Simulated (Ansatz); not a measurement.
The parent structure is CdS in the wurtzite structure (space group P6_3mc, No. 186; a = 4.074 Å, c = 6.637 Å). Axes: x lies along a and z along c of the hexagonal cell.

Method: LDA (Ansatz, a quantum-chemistry and plane-wave program; PAW; 420 eV plane waves; no spin-orbit coupling).

Strains are applied to the cell and any free atomic positions relax; under biaxial strain the out-of-plane vector relaxes too.

One change was made to it. Results:

The band gap shrinks by 0.03 eV (1.03 eV → 1.00 eV); the valence-band top at Γ (three highest levels, from the VBM) becomes 0.00, 0.00, -0.15 eV (base: 0.00, 0.00, -0.06 eV); the electron mass changes from 0.11 mₑ along c, 0.11 mₑ across (at Γ) to 0.11 mₑ out of plane, 0.12 mₑ in plane (at Γ); the shortest interatomic distance drops by 0.010 Å to 2.481 Å.

### Question
Which of these changes matches the shifts?
A) biaxial strain −1.20 %, plane normal [001], relaxed out of plane
B) biaxial strain −3.00 %, plane normal [001], relaxed out of plane
C) biaxial strain −2.40 %, plane normal [001], relaxed out of plane

### Answer
A, biaxial strain −1.20 %, plane normal [001], relaxed out of plane. For comparison, the band gap in the other runs: biaxial strain −2.40 %, plane normal [001], relaxed out of plane gives 0.96 eV; biaxial strain −3.00 %, plane normal [001], relaxed out of plane gives 0.93 eV.

Effective masses come from finite differences of ±0.01 Å⁻¹. Stability against distortions was not tested.
